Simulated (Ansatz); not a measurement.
An Ansatz (a quantum-chemistry and plane-wave program) run: Sn; Ansatz PBE, no SOC.

Input:

Ansatz 0.2 input:
```yaml
crystal:
  lattice:
    - [0, 3.3280848842, 3.3280848842]
    - [3.3280848842, 0, 3.3280848842]
    - [3.3280848842, 3.3280848842, 0]
  atoms:
    - { symbol: Sn, position: [0, 0, 0] }
    - { symbol: Sn, position: [0.25, 0.25, 0.25] }
basis: { ecutwfc: 420, ecutrho_ratio: 4, xc_grid: 2, fft_grid_basis: typed }
kpoints: { mp_grid: { grid: [12, 12, 12] } }
hamiltonian:
  xc: pbe
  dispersion: none
  pseudopotentials: { kind: paw }
scf: { occupations: { method: fermi_dirac, width: 0.05 }, convergence: { dr2_threshold: 0.0000000002 } }
output: { forces: true, stress: true }
checkpoint: { write: state.ck, write_every: 1000 }
```

Output (explanatory and most iteration lines left out):

```
Pseudopotential: Sn, paw, valence charge 14
Crystal: 2 atoms, lattice volume = 73.725 Å³
Basis set: ecut = 420 eV, 1459 PW (Γ), exchange–correlation on 64×64×64 points (8 copies of the dense FFT grid, shifted against one another)
Bands: 18, of which v1, the nominal top of the filled ones, is band 14 counted from 1 (13 counted from 0)
Symmetry: 48 space group operations
Space group: Fd-3m (ITA 227), of the structure as read, at distance tolerance 4.2e-5 Å
k-points: 72 of 1728
Functional: x = pbe(κ = 0.804, μ = 0.2195149727645171), c = pbe(β = 0.06672455060314922)
SCF iter   1: F=—  HF=-12048.426497 eV  |F-HF|=—  |Δ(HF+E_count)|=         —  Δρ=8.46e-4  dr2=1.05e-3  ethr=1.77e-3  ⟨swp⟩=6.1  Hψ=6892  notcnv=0
SCF iter   2: F=—  HF=-12048.425468 eV  |F-HF|=—  |Δ(HF+E_count)|=   1.03e-3  Δρ=6.44e-4  dr2=8.34e-4  ethr=3.77e-6  ⟨swp⟩=2.1  Hψ=2797  notcnv=0
SCF 1 converged in 9 iterations: F = -12048.425733 eV  dr2 = 5.73e-11
SCF converged after 9 iterations
Free energy (F): -12048.425733 eV
Internal energy: -12048.423895 eV  (E = F + TS)
E sigma→0 (E₀):  -12048.424814 eV
Entropy (-TS):   -0.001839 eV (-0.919 meV/atom)
Fermi energy:    6.879383 eV
--- Forces (eV/Å), atoms counted from 1 ---
  atom   1  Sn    -0.00000000    -0.00000000     0.00000000
  atom   2  Sn    -0.00000000     0.00000000     0.00000000
--- Stress (GPa, compression-positive) ---
       -0.008547      -0.000000       0.000000
        0.000000      -0.008547      -0.000000
        0.000000       0.000000      -0.008547
  P = ⅓ Tr σ = -0.0085 GPa (-0.085 kbar)
```

Stability against distortions was not tested. The cell is Sn in the diamond structure (space group Fd-3m, No. 227).
